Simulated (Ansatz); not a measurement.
## CsCl-type NiTi (cubic form, which distorts at low temperature)

Method: PBEsol (Ansatz, a first-principles code, PAW).

Numerical settings: plane-wave cutoff 520 eV, 18×18×18 k mesh, Fermi–Dirac smearing 0.05 eV, spin-polarised start, scalar-relativistic PAW data made under PBE.

Cell (relaxed at this level):

NiTi is taken in the cubic space group Pm-3m (No. 221), the CsCl type structure, Pearson symbol cP2. Conventional cell: a = b = c = 2.9702 Å, α = β = γ = 90.00°. Ti on 1b is surrounded by 8 Ni at 2.572 Å and 6 Ti at 2.970 Å. Ni on 1a is surrounded by 8 Ti at 2.572 Å and 6 Ni at 2.970 Å. (Neighbours: up to the widest gap in distance over summed covalent radii, below 1.35, at either atom.)

| Item | Result |
|---|---|
| bulk modulus | 176 GPa |
| band gap | zero (no gap) |
| magnetic moment (largest site, within a sphere) | 0.00 μB |
| pressure derivative B′ of the bulk modulus | 4.2 |

Note: the starting moments vanished in the run, and other orders were not tried; symmetry holds this phase in the static calculation, where it need not be a minimum; the relaxation could not lower the start's symmetry, so the cell can be a saddle point above a distorted one.

Moments are spin moments.

Computed values are for the static lattice.
